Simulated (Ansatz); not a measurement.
The parent structure is MgS in the rock salt structure (space group Fm-3m, No. 225; a = 5.182 Å).

Levels (all Ansatz, an electronic-structure program, PAW): PBEsol (420 eV, no SOC); r2SCAN (500 eV, without spin-orbit coupling).

The geometry is relaxed with PBEsol.

| Property | Result |
|---|---|
| PBEsol smallest direct gap | 3.69 eV |
| PBEsol gap character | indirect, Γ → X |
| PBEsol lowest conduction level above the VBM at special points | X 2.73 eV; Γ 3.69 eV; U 3.83 eV; K 3.83 eV |

**Question.** What does r2SCAN give at this geometry for the smallest direct gap, gap character and lowest conduction level above the VBM at special points?

**Answer.** The smallest direct gap goes up by 1.05 eV, from 3.69 eV to 4.74 eV; the gap character remains indirect, Γ → X; the lowest conduction level above the VBM at special points changes from X 2.73 eV; Γ 3.69 eV; U 3.83 eV; K 3.83 eV to X 3.49 eV; Γ 4.74 eV; U 4.57 eV; K 4.57 eV.

Single points use the geometry relaxed with PBEsol. Stability against distortions was not tested. The base started in P3_121 and relaxed to Fm-3m at this level.
